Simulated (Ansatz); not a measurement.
Cell and atoms of amorphous Ti$_{16}$Te$_{32}$:

```
TiTe2
1.0
   10.89640    -0.58312    -0.24368
   -0.58312    11.00158     0.06553
   -0.24368     0.06553    10.72681
Ti Te
16 32
Direct
  0.84917   0.25032   0.15274
  0.40109   0.82516   0.55058
  0.90247   0.60807   0.86497
  0.88470   0.71764   0.14109
  0.18079   0.61964   0.14720
  0.81522   0.07396   0.38823
  0.29623   0.26198   0.36731
  0.37143   0.65861   0.79209
  0.35650   0.50869   0.53439
  0.71120   0.19420   0.60352
  0.71961   0.50504   0.24238
  0.97293   0.34030   0.51114
  0.38554   0.10139   0.65144
  0.92784   0.99244   0.12907
  0.18281   0.12195   0.08569
  0.40998   0.23138   0.96736
  0.15606   0.46621   0.36260
  0.56131   0.65520   0.61732
  0.90426   0.74852   0.67184
  0.41607   0.42948   0.81320
  0.85814   0.39695   0.71934
  0.23830   0.06771   0.85494
  0.35428   0.70713   0.33716
  0.39725   0.70979   0.03850
  0.69315   0.03729   0.15563
  0.45679   0.89836   0.78580
  0.91485   0.86032   0.35812
  0.19583   0.67642   0.61031
  0.82474   0.85242   0.93302
  0.67992   0.59545   0.97981
  0.14237   0.57623   0.89146
  0.48499   0.46742   0.31209
  0.20116   0.29000   0.61005
  0.24232   0.99371   0.46870
  0.88513   0.56625   0.44093
  0.93057   0.09400   0.61886
  0.40990   0.11411   0.20682
  0.49732   0.30513   0.54924
  0.64177   0.33650   0.05405
  0.94882   0.48948   0.10289
  0.74800   0.30082   0.37748
  0.26542   0.36713   0.09869
  0.60096   0.14739   0.82112
  0.12922   0.85737   0.14085
  0.59518   0.99255   0.49220
  0.04341   0.17216   0.29260
  0.96765   0.17924   0.95447
  0.67258   0.73958   0.27043
```

Calculation: PBE-D3(BJ), scalar-relativistic without spin-orbit coupling, PAW (Ansatz default set, large-core Te) (plane waves to 420 eV; Ansatz, a quantum-chemistry and plane-wave program). Neutral PBE cell, which sets geometry, pressure and energy: sampling: a 2×2×2 Γ-centred mesh; Fermi-Dirac width 0.05 eV; no spin polarisation.

Preparation: random packing, a CHGNet melt and quench, and a DFT relaxation. The hot cell started wider than the set density and was brought back towards it in steps. It is the lowest in DFT energy of 3 quenches. It is a model cell: composition and starting density were chosen by hand, and all elements were melted together. The geometry includes D3(BJ) dispersion. Its density started from a set value of 5.92 and ended at 6.28 g/cm³. The quench (nominally 66 K/ps over its main leg) was far faster than any real one, so the model tends to hold more defects than a real film. One small periodic cell is one sample of the glass; other quenches scatter about these values. Volume and shape were free in the relaxation.

### Question
Give the pressure, the energy against reference phases and the spacing of the highest filled and lowest empty levels.

### Answer

```yaml
Pressure on a 2×2×2 Γ-centred mesh: 0.13 GPa
Largest force and stress component on that mesh (the relaxation ran on one k-point at (1/4, 1/4, 1/4)): 0.16 eV/Å and 0.2 GPa
Energy relative to TiTe2 (P-3m1) (lowest mix at this level among the phases computed, not always the ambient ones): 24.8 kJ/mol of atoms
Gap on a 2×2×2 Γ-centred mesh (PBE): within the smearing (under twice its width)
```

The levels at the Fermi energy are partly filled. A closed spacing in one fast-quenched cell at PBE doesn't show the material to be a metal.

Neighbours within Ti-Ti 3.84 Å, Ti-Te 3.36 Å, Te-Te 3.31 Å count as bonded.
